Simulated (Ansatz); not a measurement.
Base system: ZnAu in the CsCl type structure (space group Pm-3m, No. 221; a = 3.129 Å; relaxed with 0.1 eV smearing).

Method: PBEsol/PAW in Ansatz (an electronic-structure program), no SOC.

For the base:

```
Item       Result
--------  -------
Pressure  0.0 GPa
```

The change: the cell is scaled by 1.0150 in all directions; the atoms relax in the strained cell.

Question: How does this affect the energy relative to the base and pressure?

Answer: The energy goes up by 13 meV/atom; the pressure goes from zero to -5.6 GPa.

Whether these cells are dynamically stable was not tested.
